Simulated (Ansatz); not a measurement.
Bond-angle distributions (per cent of the angles at each element, bins of 10°) of a relaxed model of amorphous In24O37Zn at 6.47 g/cm³. These are PBE, scalar-relativistic without spin-orbit coupling (plane waves to 420 eV, PAW; Ansatz, an electronic-structure program) values and carry that method's errors.

A CHGNet melt-quench gave the starting glass, which DFT then relaxed. O atoms were pushed apart under 1.9 Å during the dynamics, to hinder bonds among them. The hot cell started wider than the set density and was brought back towards it in steps. It is the lowest in DFT energy of 2 quenches. It is a model cell: composition and starting density were chosen by hand, and all elements were melted together. No dispersion term was used. Its density started from a set value of 6.47 and ended at 6.47 g/cm³. Cooling (nominally 330 K/ps over its main leg) ran many orders faster than in experiment, which tends to leave more defects and strain. A cell of this size samples the disorder only roughly. The volume was held where the preparation left it and the shape relaxed, at a PBE pressure of 1.4 GPa. Stress components on the final sampling reach 1.5 GPa. On a 2×2×2 Γ-centred mesh force components of up to 0.21 eV/Å stay, since the relaxation ran on the zone centre alone.

Cut-offs for bonds: In-In 3.12 Å, In-O 2.82 Å, In-Zn 2.90 Å, O-O 1.58 Å, O-Zn 2.26 Å, Zn-Zn 2.68 Å. Two cations that share two anions don't count as bonded, nor two that share one unless they lie closer than In-In 3.04 Å, In-Zn 2.82 Å, Zn-Zn 2.61 Å.

```tsv
angle (°)	at In	at O
50-60	0	0
60-70	1	0
70-80	18	2
80-90	24	9
90-100	14	25
100-110	13	19
110-120	5	15
120-130	6	14
130-140	3	9
140-150	5	4
150-160	5	1
160-170	4	1
170-180	2	1
```

They go with these counts of neighbours within the cut-offs, cation contacts included: In mean 5.4, most often 5; O mean 3.6, most often 4.
